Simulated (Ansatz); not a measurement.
Take W$_{3}$N$_{4}$ (space group Pm-3m, No. 221; a = 4.179 Å) as the base. Axes: x, y, z lie along the cube axes.

Computed with DFT with PBEsol, PAW potentials and a 420 eV plane-wave cutoff in Ansatz (a quantum-chemistry and plane-wave program), no spin-orbit coupling.

For the base:

```
Property   Result
--------  -------
Pressure  0.0 GPa
```

Modification: tensor shear ε_xz = −0.89 % (engineering shear γ = -0.0178), atoms relaxed at fixed cell.

Problem. What does the calculation give for the energy relative to the base after the change?

Solution. The energy goes up by 0.5 meV/atom.

Problem. What happens to the pressure?

Solution. The pressure (mean of the normal stresses, compression positive) stays 0.0 GPa.

Without a gap, meshes like the base's 11×11×11 leave anisotropic stresses uncertain by several tenths of a GPa, and small strain energies with them. The cells carry an imposed strain or load. No phonon test of stability was made. The final runs are not spin-polarised.
